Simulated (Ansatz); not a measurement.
Structures of equal composition on the (111)A surface of zinc-blende BP (B plane on top): 2x2 B adatom at H3; 2x2 B adatom at T1; 2x2 B adatom at T4. The slabs share one bottom face, and each structure is named by its start. These are constructed structures in small cells; real faces may alloy, dewet or reconstruct in larger ones, and not all known structures of the face are among them. Slabs of about 14 Å with all that they carry, Fermi-Dirac smearing of 0.025 eV. Bottom of the slabs: H caps. Relaxed from the named starts with such symmetry as they have, on meshes of like density; energies extrapolated to zero smearing; no spin-orbit coupling, no U. Spin-polarised runs, if any, are marked in brackets, and their order is one that fits the cell; the others ran without spin. Where a second, spin-polarised start was run, the lower counts.

Level of theory: PBE (plane waves to 420 eV, PAW; Ansatz, a first-principles code).

Question: Rank these by energy per 1x1 cell (lowest first), as PBE gives it.

Answer: 2x2 B adatom at T4 (0.000 eV (3 B–B bonds formed), gap 0.95 eV on the mesh), 2x2 B adatom at H3 (0.153 eV, a narrow gap of 0.17 eV by band count), 2x2 B adatom at T1 (0.717 eV, no gap over 0.04 eV on the mesh)
